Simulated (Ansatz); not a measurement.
Response to strain in InAgTe2

The reference is InAgTe$_{2}$ in the chalcopyrite structure (space group I-42d, No. 122; a = 6.354 Å, c = 12.637 Å). Axes: x, y, z lie along a, b, c of the conventional cell.

Strains are applied to the cell and any free atomic positions relax.

Calculations: Ansatz (a first-principles code) LDA, without spin-orbit coupling.

Notes on the quantities. energy relative to the base: free energy F.

| variant | largest internal atomic displacement | energy relative to the base | shortest interatomic distance |
|---|---|---|---|
| base | – | 0 meV/atom | 2.709 Å |
| tensor shear ε_xz = +0.80 % | 0.017 Å | +0.6 meV/atom | 2.708 Å |
| tensor shear ε_xz = +1.60 % | 0.036 Å | +2.3 meV/atom | 2.709 Å |
| tensor shear ε_xz = +1.20 % | 0.026 Å | +1.3 meV/atom | 2.709 Å |
| tensor shear ε_xz = +0.40 % | – | +0.1 meV/atom | 2.709 Å |

Whether these cells are dynamically stable was not tested. All final runs are without spin polarisation.
